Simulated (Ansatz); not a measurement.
Start from Si in the diamond structure (space group Fd-3m, No. 227; a = 5.444 Å). Axes: x, y, z lie along the cube axes.

Calculations: Kohn–Sham DFT with the r2SCAN functional, run in Ansatz (a first-principles code) with PAW and 500 eV plane waves, scalar-relativistic without spin-orbit coupling.

Strains are applied to the cell and any free atomic positions relax; under biaxial strain the out-of-plane vector relaxes too.

One change was made to it. Results:

| quantity | base | after |
|---|---|---|
| valence-band top at Γ (three highest levels, from the VBM) | 0.00, 0.00, 0.00 eV | 0.00, -0.08, -0.15 eV |
| band gap | 0.78 eV | 0.69 eV |
| smallest direct gap | 2.74 eV | 2.57 eV |

### Question
Which of these changes matches the shifts?
A. tensor shear ε_xz = −0.80 %
B. biaxial strain +2.73 %, plane normal [110], relaxed out of plane
C. biaxial strain −1.11 %, plane normal [001], relaxed out of plane

### Answer
A, tensor shear ε_xz = −0.80 %. For comparison, the band gap in the other runs: biaxial strain +2.73 %, plane normal [110], relaxed out of plane gives 0.57 eV; biaxial strain −1.11 %, plane normal [001], relaxed out of plane gives 0.64 eV.

A biaxial case was relaxed in a doubled cell and then solved in the primitive one. Whether these cells are dynamically stable was not tested.
